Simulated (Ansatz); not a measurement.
# Worked example: self-consistent single point of InSe (P3m1, 8 atoms in the cell) in Ansatz

Computed with LDA (PW92), default PAW files made with PBE (plane waves; Ansatz, a program for electronic structure).

Input as run:

Ansatz 0.2 input:
```yaml
# InSe
crystal:
  lattice:
    - [4.06756700, 0.00000000, 0.00000000]
    - [-2.03378300, 3.52261600, 0.00000000]
    - [0.00000000, 0.00000000, 18.14232000]
  atoms:
    - { symbol: In, position_ang: [0.00000000, 0.00000000, 10.52519438] }
    - { symbol: In, position_ang: [0.00000000, 0.00000000, 7.66712586] }
    - { symbol: In, position_ang: [-0.00000170, 2.34841184, 16.73828586] }
    - { symbol: In, position_ang: [-0.00000170, 2.34841184, 1.40403414] }
    - { symbol: Se, position_ang: [2.03378570, 1.17420416, 15.47539896] }
    - { symbol: Se, position_ang: [2.03378570, 1.17420416, 2.66692104] }
    - { symbol: Se, position_ang: [-0.00000170, 2.34841184, 11.73844389] }
    - { symbol: Se, position_ang: [-0.00000170, 2.34841184, 6.40387611] }
basis:
  ecutwfc: 30.9 Ry
kpoints:
  mp_grid:
    grid: [6, 6, 1]
hamiltonian:
  xc: lda
  pseudopotentials:
    kind: paw
scf:
  occupations:
    method: fixed
output:
  forces: true
  eigenvalues: true
  stress: true
```

Log, with long lists cut:

```
WARN the atoms were moved onto the symmetric positions of the space group found under crystal.symmetry.tolerance 1.0e-5 (fractional …
WARN ansatz: RAYON_NUM_THREADS=1 ignored (pool sized by the plan → 1); use --threads N
Pseudopotentials: kind: paw
Pseudopotential: In, paw, valence charge 13
Pseudopotential: Se, paw, valence charge 16
Crystal: 8 atoms, lattice volume = 259.952 Å³
Basis set: ecut = 420.4159175005146 eV, 5089 PW (Γ)
Bands: 70, of which v1, the nominal top of the filled ones, is band 58 counted from 1 (57 counted from 0)
Symmetry: 6 space group operations
Space group: P3m1 (ITA 156), of the structure as read, at distance tolerance 6.4e-5 Å
k-points: 7 of 36 (time reversal used)
PAW frozen core: In, regenerated for the run's functional, and the local potential with it
PAW frozen core: Se, regenerated for the run's functional, and the local potential with it
Initial density: superposition of atomic densities (neutral atoms: chi_scale 0, normalization atom), corrected by the library's trained network
Initial wavefunctions: pseudopotential atomic-orbital guess
Eigensolver: davidson
Functional: x = slater, c = lda
SCF iter   1: F=—  HF=-43365.214559 eV  |F-HF|=—  |Δ(HF+E_count)|=         —  Δρ=6.50e-3  dr2=1.05e-1  ethr=1.77e-3  ⟨swp⟩=4.7  Hψ=1652  notcnv=0  defer=69
all-band conjugate gradients solve this SCF's bands
preconditioner: auto → Resta (q_TF=auto, 2.385 Å⁻¹)
SCF iter   2: F=—  HF=-43365.187273 eV  |F-HF|=—  |Δ(HF+E_count)|=   2.73e-2  Δρ=2.68e-3  dr2=1.12e-2  ethr=9.09e-5  ⟨swp⟩=3.1  Hψ=849  notcnv=0  defer=70
SCF iter   3: F=—  HF=-43365.185102 eV  |F-HF|=—  |Δ(HF+E_count)|=   2.17e-3  Δρ=8.93e-4  dr2=2.50e-3  ethr=9.66e-6  ⟨swp⟩=2.3  Hψ=718  notcnv=0  defer=70
SCF iter   4: F=—  HF=-43365.184940 eV  |F-HF|=—  |Δ(HF+E_count)|=   1.62e-4  Δρ=3.46e-4  dr2=1.50e-3  ethr=2.16e-6  ⟨swp⟩=2.0  Hψ=532  notcnv=0  defer=70
SCF iter   5: F=—  HF=-43365.184858 eV  |F-HF|=—  |Δ(HF+E_count)|=   8.24e-5  Δρ=1.53e-4  dr2=3.21e-4  ethr=1.30e-6  ⟨swp⟩=1.9  Hψ=502  notcnv=0  defer=70
SCF iter   6: F=—  HF=-43365.184835 eV  |F-HF|=—  |Δ(HF+E_count)|=   2.27e-5  Δρ=5.29e-5  dr2=1.73e-5  ethr=2.76e-7  ⟨swp⟩=1.9  Hψ=475  notcnv=0  defer=52
SCF iter   7: F=—  HF=-43365.184824 eV  |F-HF|=—  |Δ(HF+E_count)|=   1.12e-5  Δρ=1.07e-5  dr2=8.25e-7  ethr=1.49e-8  ⟨swp⟩=2.0  Hψ=536  notcnv=0  defer=52
SCF iter   8: F=-43365.184824 eV  HF=-43365.184824 eV  |F-HF|=1.57e-8  |Δ(HF+E_count)|=   2.17e-7  Δρ=3.79e-6  dr2=8.71e-8  ethr=8.62e-11  ⟨swp⟩=10.6  Hψ=2597  notcnv=0
SCF 1 converged in 8 iterations: F = -43365.184824 eV  dr2 = 8.71e-8
SCF converged after 8 iterations
Free energy (F): -43365.184824 eV
Harris-Foulkes:  -43365.184824 eV  (|F-HF|=1.57e-8)
Internal energy: -43365.184824 eV  (E = F + TS)
E sigma→0 (E₀):  -43365.184824 eV
Fermi energy:    5.471246 eV
--- Per-component energies (eV) ---
  E_band       = -2007.848577
  E_kinetic    = 1446.720652
  E_local      = -17101.767739  (includes V_loc(G=0)·N_el)
  E_nonlocal   = -875.517183
  E_hartree    = 7838.672439
  E_xc         = -1264.676563
  E_vxc        = -793.484116  (∫ρ·V_xc dr)
  E_paw        = -23370.580973  (= ΣΔE_a)
  E_vpaw       = -361.155687  (= ΣTr[D̂ρ^β])
  E_aug_tail   = -0.002381  (compensation charges beyond the density's cutoff)
  E_ewald      = -10048.040671
  E_core_change = 10.007595  (= ΣΔE_core)
  E_smearing   = -0.000000  (= −TS)
  E_closure    = -0.000000  (closes the sum)
  Σ components = -43365.184824   (vs F -43365.184824, Δ=0.00e0)
--- Forces (eV/Å), atoms counted from 1 ---
  atom   1  In     0.00000000    -0.00000000    -0.45994100
  atom   2  In    -0.00000000     0.00000000     0.16365184
  atom   3  In    -0.00000000     0.00000000    -0.01820782
  atom   4  In     0.00000000     0.00000000     0.02712177
  atom   5  Se     0.00000000     0.00000000     0.25725576
  atom   6  Se     0.00000000    -0.00000000    -0.26617091
  atom   7  Se     0.00000000     0.00000000     0.03261418
  atom   8  Se    -0.00000000     0.00000000     0.26370764
  max |Σ_I F_I| component: 3.15e-5 eV/Å
--- Stress (GPa, compression-positive) ---
       -2.702252       0.000000       0.000000
        0.000000      -2.702252      -0.000000
        0.000000      -0.000000      -2.758151
  P = ⅓ Tr σ = -2.7209 GPa (-27.209 kbar)
  The stress holds the Pulay correction. Without it, at fixed plane waves, as pw.x and ABINIT print it: P = -2.7439 GPa
--- Band table (eV; the first three rows and the last of 7) ---
  k-point 0: bands = ["-41.9833", "-41.9833", "-41.9412", "-41.9412", "-41.9262", "-41.9149", "-41.9149", "-41.9081", "-41.9081", "-41.8808", "-41.8808", "-41.8741", "-41.8741", "-41.8699", "-41.8699", "-41.8684", "-41.8618", "-41.8367", "-41.8367", [...]
  k-point 1: bands = ["-41.9833", "-41.9833", "-41.9412", "-41.9412", "-41.9262", "-41.9149", "-41.9148", "-41.9081", "-41.9080", "-41.8808", "-41.8808", "-41.8741", "-41.8741", "-41.8699", "-41.8699", "-41.8684", "-41.8618", "-41.8367", "-41.8367", [...]
  k-point 2: bands = ["-41.9833", "-41.9832", "-41.9412", "-41.9412", "-41.9261", "-41.9148", "-41.9147", "-41.9081", "-41.9079", "-41.8808", "-41.8808", "-41.8741", "-41.8741", "-41.8699", "-41.8698", "-41.8683", "-41.8617", "-41.8367", "-41.8367", [...]
  k-point 6: bands = ["-41.9832", "-41.9832", "-41.9412", "-41.9412", "-41.9261", "-41.9147", "-41.9147", "-41.9079", "-41.9079", "-41.8808", "-41.8808", "-41.8741", "-41.8741", "-41.8698", "-41.8698", "-41.8683", "-41.8617", "-41.8367", "-41.8367", [...]
```

The run converged in 8 iterations.

The starting cell comes from a database of computed structures (which also holds hypothetical and non-ambient phases and stackings), without a prior relaxation at this level. Its lattice was rescaled by up to half a per cent. One atom was moved a little off its site on purpose. Ansatz's pressure includes its estimate of the finite-basis (Pulay) stress.
